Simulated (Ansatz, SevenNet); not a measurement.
For ZrSe2 (model structure, started from the 3R-MoS2 type, R3m, No. 160, 3 atoms in the cell), the machine-learned potential SevenNet-l3i5 (trained on PBE and PBE+U data) gives:

| Property | Result |
|---|---|
| equilibrium lattice constant a | 3.776 Å |
| lattice parameter c | 23.404 Å |

### Question
What does PBE-D3(BJ) (PAW; Ansatz, a first-principles code) give for the same quantities?

### Answer

- lattice constant a: 3.657 Å (falls by 3.2 %)
- lattice parameter c: 18.851 Å (drops by 19 %)

Changes are worked out from the printed values.

Unless a cell is named, each level is at its own relaxed cell (SevenNet-l3i5 32.11, PBE-D3(BJ) 24.26 Å³/atom).

Caveats: the cell has another shape than the first-principles one, perhaps another minimum in the same group (SevenNet-l3i5); the cell moved over 20 % in volume from its start (SevenNet-l3i5). Ansatz's density-functional and Hartree–Fock values are scalar-relativistic unless marked +SOC, with PAW data made under PBE.

A model structure was made by putting elements into a prototype or built by hand; it is no filed structure, need not be a known phase, and can be a saddle point held by its symmetry.
